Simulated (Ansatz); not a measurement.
**Effective masses and thermopower of monolayer ZrSe$_{2}$**

```
ZrSe2
1.0
    3.91276     0.00000     0.00000
   -1.95638     3.38855     0.00000
    0.00000     0.00000    19.09986
Zr Se
1 2
Cartesian
  0.00000   0.00000   9.54993
  0.00000   2.25903  11.07936
  1.95638   1.12952   8.02050
```

Calculation: PBE, rigid bands (plane waves, PAW, scalar-relativistic; Ansatz, a first-principles code). Condition of this run: biaxial strain +3 %. How the cell was made: cell and atoms relaxed with PBE, then loaded as said.

```json
{
 "band_gap": "0.83 eV",
 "electron conductivity mass (300 K, dilute)": "0.50 mₑ",
 "effective density of states N_c (300 K)": "2.6e13 cm⁻²",
 "Seebeck coefficient, n-type 1.9e12 cm⁻², 300 K": "-398 μV/K"
}
```

Rigid bands; masses and Seebeck coefficients take one relaxation time τ for all states and one kind of carrier; polarons and phonon drag are left out. Spin-orbit coupling is left out.

Model free-standing layer, not matched to a measured one here: monolayer ZrSe2.
